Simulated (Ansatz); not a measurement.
Data:

```
CdGeAs2
1.0
    6.14286     0.00000     0.00000
    0.00000     6.14286     0.00000
    3.07143    -3.07143     5.63831
Cd Ge As
2 2 4
Direct
  0.25000   0.25000   0.50000
  0.00000   0.00000   0.00000
  0.75000   0.75000   0.50000
  0.50000   0.50000   0.00000
  0.40284   0.62500   0.75000
  0.84716   0.12500   0.75000
  0.12500   0.40284   0.25000
  0.62500   0.84716   0.25000
```

No spin polarisation.

Method: PBE (Ansatz, a program for electronic structure, PAW, scalar-relativistic without spin-orbit coupling). k-mesh 8×8×8 (Γ-centred); smearing 0.05 eV (Fermi–Dirac).

Q: Predict the space group and in-plane stress.

A: The space group is I-42d (No. 122) and the mean in-plane stress (compression positive) is -1.1 GPa.

The cells carry an imposed strain or load. Whether these cells are dynamically stable was not tested. The cell was made from CdGeAs2 in the chalcopyrite structure (space group I-42d, No. 122) by this change: biaxial strain +1.58 %, plane normal [001], relaxed out of plane.
